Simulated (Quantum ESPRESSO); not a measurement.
Input and output of a self-consistent single point for Be (P6_3/mmc, 2 atoms in the cell) (Quantum ESPRESSO).

Method: PBE, PseudoDojo standard norm-conserving (PBE) pseudopotentials (plane waves; Quantum ESPRESSO 7.5).

```yaml
crystal:
  lattice:
    - [2.26478, 0.00000, 0.00000]
    - [-1.13239, 1.96136, 0.00000]
    - [0.00000, 0.00000, 3.57410]
  atoms:
    - { symbol: Be, position: [0.33333, 0.66667, 0.75000] }
    - { symbol: Be, position: [0.66667, 0.33333, 0.25000] }
```

Reference input (self-consistent single point, DFT, PBE, plane waves, PseudoDojo standard norm-conserving (PBE) pseudopotentials): ecutwfc = 90 Ry; occupations = smearing; smearing = fd; degauss = 0.0073499 Ry; potentials = {Be: Be.upf}; K_POINTS = automatic 17 17 9 0 0 0; conv_thr = 1e-08 Ry; mixing_beta = 0.7. This run's input differs from it in these lines:

```diff
@@ -28,3 +28,3 @@
 K_POINTS {automatic}
-17 17 9  0 0 0
+41 41 22  0 0 0
```

Output, abridged:

```
     Self-consistent Calculation

     iteration #  1     ecut=    90.00 Ry     beta= 0.70

     Threshold (ethr) on eigenvalues was too large:
     Diagonalizing with lowered threshold

     total energy              =     -55.81935941 Ry
     estimated scf accuracy    <       0.00294905 Ry

     iteration #  2     ecut=    90.00 Ry     beta= 0.70

     total energy              =     -55.81937555 Ry
     estimated scf accuracy    <       0.00018998 Ry

     iteration #  3     ecut=    90.00 Ry     beta= 0.70

     total energy              =     -55.81938133 Ry
     estimated scf accuracy    <       0.00000016 Ry

     iteration #  4     ecut=    90.00 Ry     beta= 0.70
     End of self-consistent calculation

     Number of k-points >= 100: set verbosity='high' to print the bands.

     the Fermi energy is     8.7757 ev

!    total energy              =     -55.81938142 Ry
     estimated scf accuracy    <          1.5E-09 Ry
     smearing contrib. (-TS)   =      -0.00032084 Ry
     internal energy E=F+TS    =     -55.81906057 Ry

     convergence has been achieved in   4 iterations

     Forces acting on atoms (cartesian axes, Ry/au):

     atom    1 type  1   force =    -0.00000000   -0.00000000    0.00000000
     atom    2 type  1   force =     0.00000000   -0.00000000    0.00000000

     Total force =     0.000000     Total SCF correction =     0.000000

          total   stress  (Ry/bohr**3)                   (kbar)     P=        3.96
   0.00004410  -0.00000000   0.00000000            6.49       -0.00        0.00
  -0.00000000   0.00004410   0.00000000           -0.00        6.49        0.00
   0.00000000   0.00000000  -0.00000737            0.00        0.00       -1.08

   JOB DONE.
```

The run converged in 4 iterations. Against the reference run the free energy drops by 2.3 meV/atom and the pressure stays near 0.40 GPa while the zz stress (positive for compression) goes from -0.86 to -0.11 GPa.

The starting cell comes from a database of computed structures (which also holds hypothetical and non-ambient phases and stackings), without a prior relaxation at this level.

Cost on one core of a shared machine: roughly 2 min.
